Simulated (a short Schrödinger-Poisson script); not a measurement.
Stack: gated In0.52Al0.48As/In0.53Ga0.47As δ-doped gas in a quantum well, at 77 K.

```tsv
layer	material	thickness (nm)	Na (cm⁻³)
1	In0.52Al0.48As	15	-
2	In0.52Al0.48As	5	-
3	In0.53Ga0.47As	10	-
4	In0.52Al0.48As	4000	8e14
```

Constants are typed, rounded textbook-type inputs, not results; the design itself was drawn at random and stands for no fabricated device. In0.52Al0.48As: permittivity 12.5, conduction-band edge (eV) 0.52, gap (eV) 1.45, electron mass (mₑ) 0.075, Nv at 300 K (cm⁻³) 1.1e19. In0.53Ga0.47As: permittivity 13.9, conduction-band edge (eV) 0, gap (eV) 0.74, Nv at 300 K (cm⁻³) 7.7e18.

Channel valleys (confinement mass, in-plane density-of-states mass, number): Γ 0.041, 0.041, 1. At the gate the conduction-band edge of layer 1 lies 0.65 eV − eVg above the Fermi level of the channel; the field vanishes at the back. Sheet of ionised δ-doping: +2.5e12 e/cm² at 15 nm from the gate. The barrier under the gate holds no holes. Gaps are held at their typed values at every temperature. Mesh 0.08 nm at interfaces.

From a short Schrödinger-Poisson script (our own, NumPy): 1D Poisson equation in equilibrium, electrons quantum, Hartree plus LDA exchange-correlation (BenDaniel-Duke, 40 states a valley, the channel's in-plane mass for all, wave functions free to enter the barrier), parabolic valleys, classical holes, full ionisation, no traps, pinning or gate leakage.

Problem. List the lowest subbands of each valley and their electrons at Vg = 0.4 V.

Solution. 
```csv
valley,subband,energy from the Fermi level (meV),electrons (cm⁻²),share (%)
Γ,0,-112.4,1.93e12,100.0
Γ,1,36.6,4.53e8,0.0
Γ,2,190.4,< 1e6,0.0
```

All electrons: 1.93e12 cm⁻².
